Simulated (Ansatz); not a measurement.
## The (111)A surface of zinc-blende BP, from a spin-polarised start, B-terminated, 2x2 with 3 OH on 4 top atoms (bottom of the slab: 3 H on 4 bottom sites)

The numbers are results of PBE (plane waves to 420 eV, PAW; Ansatz, an electronic-structure program), not measurements.

Set-up: 49 atoms, 14.7 Å thick at the start with caps and adatoms; mesh 4x4x1; 0.025 eV smearing; dipole correction on; 8 atoms held, the rest relaxed; no symmetry held; spin-polarised from one start with parallel moments (other orders not tried), no spin-orbit, no U. The starting moment vanished. It is one candidate, not shown to be the stable structure of the face.

| Quantity | Value |
|---|---|
| gap of the slab on its k-mesh | 0.35 eV |
| highest filled level below the top vacuum level | 4.79 eV |
| energy released by relaxation | 1.62 eV |
| magnetic moment of the cell | 0.00 μB |
| cost | very roughly 60 core-minutes |
